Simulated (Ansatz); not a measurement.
## How the bulk modulus of Ag (model structure, started from the simple cubic type, Pm-3m, No. 221, 1 atoms in the cell) moves with the method

No measured value is used here.

```
level (code)     value (GPa)  cell (Å³/atom)
---------------  -----------  --------------
LDA (Ansatz)             105           18.54
PBEsol (Ansatz)         89.0           19.35
r²SCAN (Ansatz)         78.8           20.00
```

LDA, PBEsol, r²SCAN: the bulk modulus is −V dP/dV from two relaxed cells at ±2 % in volume. Each level is taken at its own relaxed cell. Cutoffs differ between the levels. Ansatz's density-functional and Hartree–Fock values are scalar-relativistic unless marked +SOC, with PAW data made under PBE.

A model structure was made by putting elements into a prototype or built by hand; it is no filed structure, need not be a known phase, and can be a saddle point held by its symmetry.

Ansatz is a first-principles code.
